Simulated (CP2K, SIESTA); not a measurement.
A CP2K input for a self-consistent single point of AlInCu₂S₄ (I-4, 8 atoms in the cell) (DFT PBEsol, GPW, DZVP-MOLOPT-SR-GTH basis, GTH-PBE potentials (GTH_POTENTIALS)):

```
&GLOBAL
  PROJECT scf
  RUN_TYPE ENERGY_FORCE
  PRINT_LEVEL LOW
&END GLOBAL
&FORCE_EVAL
  METHOD Quickstep
  STRESS_TENSOR ANALYTICAL
  &DFT
    BASIS_SET_FILE_NAME BASIS_MOLOPT
    POTENTIAL_FILE_NAME GTH_POTENTIALS
    &QS
      METHOD GPW
      EPS_DEFAULT 1E-10
    &END QS
    &MGRID
      CUTOFF 600
      REL_CUTOFF 60
      NGRIDS 5
    &END MGRID
    &SCF
      SCF_GUESS ATOMIC
      EPS_SCF 1E-7
      MAX_SCF 100
      ADDED_MOS 11
      &DIAGONALIZATION
        ALGORITHM STANDARD
      &END DIAGONALIZATION
      &MIXING
        METHOD BROYDEN_MIXING
        ALPHA 0.2
        NBUFFER 10
      &END MIXING
      &SMEAR ON
        METHOD FERMI_DIRAC
        ELECTRONIC_TEMPERATURE [K] 580.23
      &END SMEAR
    &END SCF
    &KPOINTS
      SCHEME MONKHORST-PACK 5 5 5
    &END KPOINTS
    &XC
      &XC_FUNCTIONAL
        &PBE
          PARAMETRIZATION PBESOL
        &END PBE
      &END XC_FUNCTIONAL
    &END XC
    &PRINT
      &MO
        EIGENVALUES T
        OCCUPATION_NUMBERS T
        NDIGITS 8
        FILENAME mo
        &EACH
          QS_SCF 0
        &END EACH
        ADD_LAST NUMERIC
      &END MO
      &MULLIKEN OFF
      &END MULLIKEN
    &END PRINT
  &END DFT
  &SUBSYS
    &CELL
      A 6.66096600 0.00000000 0.00000000
      B 2.16174300 6.30042300 0.00000000
      C -4.41135400 -3.15021100 3.87099200
      PERIODIC XYZ
    &END CELL
    &COORD
      Al       3.33048325     0.00000025     1.93549600
      In       4.41135450     3.15021150     0.00000000
      Cu       1.08087175     3.15021175     1.93549600
      Cu       0.00000000     0.00000000     0.00000000
      S       -1.19945615    -0.80541434     1.83605022
      S        2.35787183    -0.81675484     3.82937884
      S        3.26026502     2.27706764     2.03494178
      S        4.40402930     5.64552554     0.04161316
    &END COORD
    &KIND Al
      BASIS_SET DZVP-MOLOPT-SR-GTH-q3
      POTENTIAL GTH-PBE-q3
    &END KIND
    &KIND In
      BASIS_SET DZVP-MOLOPT-SR-GTH-q13
      POTENTIAL GTH-PBE-q13
    &END KIND
    &KIND Cu
      BASIS_SET DZVP-MOLOPT-SR-GTH-q11
      POTENTIAL GTH-PBE-q11
    &END KIND
    &KIND S
      BASIS_SET DZVP-MOLOPT-SR-GTH-q6
      POTENTIAL GTH-PBE-q6
    &END KIND
  &END SUBSYS
  &PRINT
    &FORCES ON
    &END FORCES
    &STRESS_TENSOR ON
    &END STRESS_TENSOR
  &END PRINT
&END FORCE_EVAL
```

Question: Translate this input to SIESTA.

Answer: One input that does it (others would too):

```
# files in the folder: Al.psml In.psml Cu.psml S.psml (PseudoDojo PBEsol standard)
SystemName  AlIn(CuS2)2
SystemLabel siesta

NumberOfAtoms                8
NumberOfSpecies              4
%block ChemicalSpeciesLabel
  1 13 Al
  2 49 In
  3 29 Cu
  4 16 S
%endblock ChemicalSpeciesLabel
LatticeConstant              1.0 Bohr
%block LatticeVectors
    -5.172567797    5.172567797   10.243619506
     5.172567797   -5.172567797   10.243619506
     5.172567797    5.172567797  -10.243619506
%endblock LatticeVectors
AtomicCoordinatesFormat      Ang
%block AtomicCoordinatesAndAtomicSpecies
    -0.000000000    2.737205000    2.710345000  1
     0.000000000    0.000000000    5.420690000  2
     2.737205000    0.000000000    2.710345000  3
     0.000000000    0.000000000    0.000000000  3
     1.327708657    1.268858750   -1.444180230  4
     1.268858750    4.146701343    1.444180230  4
     1.409496343    1.468346250    3.976509770  4
     1.468346250   -1.409496343    6.864870230  4
%endblock AtomicCoordinatesAndAtomicSpecies

XC.functional                GGA
XC.authors                   PBEsol
PAO.BasisSize                DZP
PAO.EnergyShift              0.01 Ry
MeshCutoff                   300 Ry
%block kgrid.MonkhorstPack
    5   0   0  0.0
    0   5   0  0.0
    0   0   5  0.0
%endblock kgrid.MonkhorstPack
OccupationFunction           FD
ElectronicTemperature        0.05 eV

MaxSCFIterations             150
SCF.Mixer.Method             Broyden
SCF.Mixer.Weight             0.25
SCF.Mixer.History            8
SCF.DM.Tolerance             1.0E-05
Diag.ParallelOverK           true
WriteForces                  true
```

Basis settings and potentials, where a program has them, do not carry over. This input uses DFT, GGA PBEsol, numerical atomic orbitals DZP, PseudoDojo PBEsol standard norm-conserving potentials (rewritten from UPF to PSML).

The starting cell comes from a database of computed structures (which also holds hypothetical and non-ambient phases and stackings), without a prior relaxation at this level.
